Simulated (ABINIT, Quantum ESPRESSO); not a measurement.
An ABINIT input for a self-consistent single point of HfO2 (P4_2/nmc, 6 atoms in the cell) (DFT, PBE, plane waves, PAW (JTH v2.0 PBE PAW)):

```
# HfO2, JTH v2.0 PBE PAW
pp_dirpath "./"
pseudos "Hf.GGA_PBE-JTH.xml, O.GGA_PBE-JTH.xml"
acell 3*1.0
rprim
         6.8231944339    0.0000000000    0.0000000000
         0.0000000000    6.8231944339    0.0000000000
         0.0000000000    0.0000000000    9.9180461514
natom 6
ntypat 2
znucl 72 8
typat 1 1 2 2 2 2
xcart
         3.4115972170    3.4115972170    4.9590230757
         0.0000000000    0.0000000000    0.0000000000
         0.0000000000    3.4115972170    6.9149609572
         0.0000000000    3.4115972170    1.9559378815
         3.4115972170    0.0000000000    7.9621082699
         3.4115972170    0.0000000000    3.0030851942
ecut 24
pawecutdg 48
pawxcdev 0
occopt 3
tsmear 0.00183747
nband 31
kptopt 1
ngkpt 5 5 3
nshiftk 1
shiftk 0 0 0
nstep 60
tolvrs 1.0e-12
prtwf 0
prtden 0
enunit 1
```

**Question.** Translate this input to Quantum ESPRESSO.

**Answer.** This is the input that was run; spellings and numerical settings could be chosen otherwise.

```fortran
&control
 calculation = 'scf'
 prefix = 'hfo2'
 outdir = './work'
 pseudo_dir = './'
 tprnfor = .true.
 tstress = .true.
/
&system
 ibrav = 6
 celldm(1) = 6.823194434
 celldm(3) = 1.45357812201
 nat = 6
 ntyp = 2
 ecutwfc = 40
 ecutrho = 320
 occupations = 'smearing'
 smearing = 'fd'
 degauss = 0.0036749
/
&electrons
 conv_thr = 1e-10
 mixing_beta = 0.3
/
ATOMIC_SPECIES
Hf   178.4900  hf_pbe_v1.uspp.F.UPF
O     15.9990  o_pbe_v1.2.uspp.F.UPF
ATOMIC_POSITIONS angstrom
Hf    1.805339500    1.805339500    2.624202000
Hf    0.000000000    0.000000000    0.000000000
O     0.000000000    1.805339500    3.659239753
O     0.000000000    1.805339500    1.035037753
O     1.805339500    0.000000000    4.213366247
O     1.805339500    0.000000000    1.589164247
K_POINTS automatic
5 5 3  0 0 0
```

Basis, cutoffs, solver keys and any potentials are the target program's own. This input uses DFT, PBE, plane waves, GBRV 1.5 ultrasoft (PBE) pseudopotentials.

The starting cell comes from a database of computed structures (which also holds hypothetical and non-ambient phases and stackings), without a prior relaxation at this level. Its lattice was rescaled by a random factor within 2.5 % of one.
